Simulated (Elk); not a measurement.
Elk run on ZnRh₃ (I4/mmm, 4 atoms in the cell): self-consistent single point.

Method of the run: PBEsol, all-electron FP-LAPW, Elk's shipped species files, APW+lo basis with extra local orbitals run with Elk 10.2.4.

```
ZnRh3
1.0
   -1.85828     1.85828     3.70863
    1.85828    -1.85828     3.70863
    1.85828     1.85828    -3.70863
Zn Rh
1 3
Direct
  0.00000   0.00000   0.00000
  0.75000   0.25000   0.50000
  0.25000   0.75000   0.50000
  0.50000   0.50000   0.00000
```

Reference input (self-consistent single point, DFT, LDA (PW92), all-electron FP-LAPW, Elk's shipped species files, APW+lo basis with extra local orbitals): xctype = 3; rgkmax = 7.5; stype = 0; swidth = 0.00183747 Ha; ngridk = 11 11 11; gmaxvr = 16 1/bohr; nxlo = 2; lorbcnd = true; lmaxi = 2. This run's input differs from it in these lines:

```diff
@@ -4,3 +4,3 @@
 xctype
-  3
+  22
```

Output (repeated stretches shortened):

```
│ Self-consistent loop started │
│ Loop number : 1 │
 total energy                :     -16138.6050229
│ Loop number : 2 │
 total energy                :     -16139.3026379
RMS change in Kohn-Sham potential (target) :   0.1380327322     (  0.1000000000E-05)
Absolute change in total energy (target)   :   0.6976150329     (  0.1000000000E-03)
│ Loop number : 3 │
 total energy                :     -16140.0500290
RMS change in Kohn-Sham potential (target) :   0.1328449009     (  0.1000000000E-05)
Absolute change in total energy (target)   :   0.9217948157     (  0.1000000000E-03)
│ Loop number : 4 │
   [... lines left out ...]
Absolute change in total energy (target)   :   0.9364806028E-03 (  0.1000000000E-03)
│ Loop number : 18 │
 total energy                :     -16143.6282319
RMS change in Kohn-Sham potential (target) :   0.4006611239E-06 (  0.1000000000E-05)
Absolute change in total energy (target)   :   0.1410448749E-03 (  0.1000000000E-03)
│ Loop number : 19 │
 total energy                :     -16143.6281986
RMS change in Kohn-Sham potential (target) :   0.3350461510E-06 (  0.1000000000E-05)
Absolute change in total energy (target)   :   0.1916720066E-05 (  0.1000000000E-03)
Convergence targets achieved

│ Loop number : 20 │

Energies :
 Fermi                       :     0.407090118959
 total energy                :     -16143.6281954

Density of states at Fermi energy :    84.48394007
 (states/Hartree/unit cell)

Estimated indirect band gap :   0.8766952115E-04
 from k-point     18 to k-point    100
Estimated direct band gap   :   0.5371494880E-02
 at k-point     16

Charges :
 core                        :    96.00000000
 valence                     :    69.00000000
 interstitial                :    4.157183706
 muffin-tins (core leakage)
  species :    1 (Zn)
   atom    1                 :    29.26545291     (  0.8511667212E-04)
  species :    2 (Rh)
   atom    1                 :    43.86685663     (  0.4397052322E-07)
   atom    2                 :    43.86685663     (  0.4397052322E-07)
   atom    3                 :    43.84365013     (  0.4378447471E-07)
 total in muffin-tins        :    160.8428163
 total calculated charge     :    164.9966300
 total charge                :    165.0000000
 error                       :   0.3369992767E-02

│ Self-consistent loop stopped │
```

The run converged in 20 iterations. The count includes the last loop, which Elk runs after its targets are met. 

The starting cell comes from a database of computed structures (which also holds hypothetical and non-ambient phases and stackings), without a prior relaxation at this level. Its lattice was rescaled by a random factor within 2.5 % of one. Spin polarisation is off. Values depend on the basis (sphere radii, cutoffs, local orbitals), which need not be converged. The log's line on a gap gives a spacing of levels on this mesh, which the program prints for metals too.

Cost on one core of a shared machine: roughly 3 min.
